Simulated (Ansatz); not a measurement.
Start from MgTe in the zinc blende structure (space group F-43m, No. 216; a = 6.438 Å). Axes: x, y, z lie along the cube axes.

The values are results of PBEsol (Ansatz, a program for electronic structure; PAW; 420 eV plane waves; no spin-orbit coupling), earlier PAW set, not measurements.

Strains are applied to the cell and any free atomic positions relax; under biaxial strain the out-of-plane vector relaxes too; under stress the whole cell relaxes.

One change was made to it. Results:

The valley order (the lowest conduction-band minima on the path, energy above the VBM, named in the base's zone) becomes Γ 2.23 eV; X along [001] 2.61 eV; X along [100] 2.77 eV; L along [1-11] 3.05 eV (base: Γ 2.35 eV; X along ⟨100⟩ 2.71 eV; L along ⟨111⟩ 3.18 eV); the energy rises by 4.2 meV/atom; the shortest interatomic distance rises by 0.018 bohr (5.268 bohr → 5.286 bohr).

Problem. Name the change that was made.
(A) uniaxial stress, 3 GPa tension along x
(B) biaxial strain −2.24 %, plane normal [001], relaxed out of plane
(C) uniaxial stress, 1 GPa tension along x
(D) biaxial strain −2.51 %, plane normal [001], relaxed out of plane
(E) isotropic strain −0.20 %

Solution. C, uniaxial stress, 1 GPa tension along x. For comparison, the valley order in the other runs: isotropic strain −0.20 % gives Γ 2.37 eV; X along ⟨100⟩ 2.70 eV; L along ⟨111⟩ 3.19 eV; biaxial strain −2.24 %, plane normal [001], relaxed out of plane gives Γ 2.35 eV; X along [010] 2.59 eV; X along [001] 2.73 eV; L along [111] 3.12 eV; biaxial strain −2.51 %, plane normal [001], relaxed out of plane gives Γ 2.35 eV; X along [010] 2.58 eV; X along [001] 2.74 eV; L along [111] 3.11 eV; uniaxial stress, 3 GPa tension along x gives Γ 1.94 eV; X along [001] 2.44 eV; L along [1-11] 2.68 eV; X along [100] 2.84 eV.

With Te present, leaving out spin-orbit coupling can change the band edges. The levels and masses belong to the bands next to the band gap. Beyond what the load breaks, stability against distortions was not tested.
